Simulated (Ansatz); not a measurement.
We consider rutile MgH₂, described by r²SCAN in Ansatz (plane waves, PAW).

Settings: plane-wave cutoff 500 eV, 8×8×10 k mesh (along the axes of the cell as run), gaussian smearing 0.02 eV, scalar-relativistic PAW data made under PBE.

Computed at the level's own relaxed cell.

### Question
Estimate the volume per atom, equilibrium lattice constant a, c axis length and band gap that the calculation returns.

### Answer

- volume per atom: 10.05 Å³/atom
- equilibrium lattice constant a: 4.485 Å
- c axis length: 2.997 Å
- band gap: 4.42 eV (on the SCF k mesh)

Measured, for comparison: equilibrium volume per atom 10.27 Å³/atom, lattice constant a 4.517 Å, lattice parameter c 3.021 Å (temperature not stated, not corrected to a static lattice; as tabulated in Ellinger et al., J. Am. Chem. Soc. 77, 2647 (1955) (COD 4124639)). Computed (rounded) less measured: equilibrium volume per atom -2.1 %, lattice constant a -0.7 %, lattice parameter c -0.8 %. A static lattice is as a rule a little smaller and stiffer than an uncorrected measurement, which narrows the difference in the lattice constant a, lattice parameter c and would widen misses of the other sign.

Computed values are for the static lattice.

Ansatz is a quantum-chemistry and plane-wave program.
